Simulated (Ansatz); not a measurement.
Take Lu in the hcp (Mg type) structure (space group P6_3/mmc, No. 194) as the base.

```
CELL_PARAMETERS angstrom
      3.50429     0.00000     0.00000
     -1.75215     3.03481     0.00000
      0.00000     0.00000     5.45222
ATOMIC_POSITIONS crystal
  Lu 0.33333 0.66667 0.75000
  Lu 0.66667 0.33333 0.25000
```

Computed with r2SCAN (Ansatz, a quantum-chemistry and plane-wave program, PAW, scalar-relativistic without spin-orbit coupling).

Base values:

- Volume per atom = 28.99 Å³
- c/a ratio = 1.556
- Band gap = zero

Now apply this change: every Lu is replaced by Zr, then cell and atoms are relaxed.

Tabulated Pauling electronegativity and covalent radius: Lu 1.27, 1.87 Å; Zr 1.33, 1.75 Å.

### Question
What happens to the volume per atom, c/a ratio and band gap?

### Answer
The volume per atom shrinks by 5.49 Å³ to 23.50 Å³; the c/a ratio grows by 0.031, from 1.556 to 1.587; the band gap is still zero.

Stability against distortions was not tested. All final runs are without spin polarisation.
